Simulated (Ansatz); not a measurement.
Results of r²SCAN+rVV10 (PAW; Ansatz, a program for electronic structure) for BiVO₄ (I4₁/a, No. 88, 12 atoms in the cell; start COD 9012062; high-temperature phase).

Run with plane-wave cutoff 560 eV, 10×10×10 k mesh, Fermi–Dirac smearing 0.01 eV, no spin polarisation, scalar-relativistic PAW data made under PBE.

Cell (relaxed at this level):

```xyz
12
Lattice="-2.5532 2.5532 5.7835 2.5532 -2.5532 5.7835 2.5532 2.5532 -5.7835" Properties=species:S:1:pos:R:3 pbc="T T T"
Bi     0.0000     0.0000     0.0000
Bi     0.0000     2.5532     2.8918
V      0.0000     0.0000     5.7835
V      2.5532     0.0000     2.8918
O      1.2814     0.7137     1.9757
O      0.7137     1.2718     4.8674
O      3.8249    -0.7137     1.9757
O      1.8394     1.2814    -0.9161
O      1.2718    -0.7137     6.6996
O      1.8394    -1.2718     3.8079
O      1.2814     3.2669     0.9161
O      3.2669     1.2718     3.8079
```

Problem. What does this level give for the band gap and Γ–Γ gap?

Solution. 
* **band gap**: 2.38 eV (on the SCF k mesh)
* **Γ–Γ gap**: 3.23 eV

Note: the relaxation could not lower the start's symmetry, so the cell can be a saddle point above a distorted one.

Spin–orbit coupling is not included; with these elements it can move the gap by several tenths of an eV or more.

Cost on a shared machine: around 30 core-minutes (rough).
